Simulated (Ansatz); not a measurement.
## The (111) surface of fcc Au in its 1x1 cell (the real clean face reconstructs), outermost plane spacing 2.40 Å in the ideal cut

All values below come from PBE (plane waves to 420 eV, PAW; Ansatz, a program for electronic structure).

Slab: 11 atoms, 24.0 Å thick at the start; k 15x15x1, smearing 0.1 eV, dipole-corrected; all atoms relaxed; start symmetry kept, larger cells not searched; no spin, no spin-orbit, no U.

```
Property                                                      Result
-----------------------------------  -------------------------------
surface energy (mean of both faces)                        0.71 J/m²
surface energy before relaxation                           0.72 J/m²
work function of the top face                                5.18 eV
energy released by relaxation                               0.003 eV
cost                                 around 2.5 core-minutes (rough)
```
